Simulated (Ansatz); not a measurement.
The parent structure is Al₂O₃ in the corundum structure (space group R-3c, No. 167; a = 4.729 Å, c = 12.892 Å (hexagonal axes)). Axes: x lies along a and z along c of the hexagonal cell.

Method: LDA (Ansatz, an electronic-structure program; PAW; 420 eV plane waves; spin-orbit coupling left out).

Strains are applied to the cell and any free atomic positions relax.

One change was made to it. Results:

| quantity | base | after |
|---|---|---|
| energy relative to the base (free energy F) | 0 meV/atom | +2.9 meV/atom |
| electron mass | 0.43 mₑ along c, 0.39 mₑ across (at Γ) | 0.45 mₑ along z, 0.39 mₑ across (at Γ) |
| width of the top valence band | 0.66 eV | 0.80 eV |
| band gap | 6.43 eV | 6.48 eV |

Problem. Name the change that was made.
(A) uniaxial strain ε_zz = −0.75 %
(B) uniaxial strain ε_zz = −1.50 %
(C) uniaxial strain ε_zz = −2.25 %
(D) uniaxial strain ε_zz = −3.00 %

Solution. B, uniaxial strain ε_zz = −1.50 %. For comparison, the energy relative to the base in the other runs: uniaxial strain ε_zz = −3.00 % gives +12 meV/atom; uniaxial strain ε_zz = −0.75 % gives +0.7 meV/atom; uniaxial strain ε_zz = −2.25 % gives +6.6 meV/atom.

Effective masses come from finite differences of ±0.01 Å⁻¹. No phonon test of stability was made.
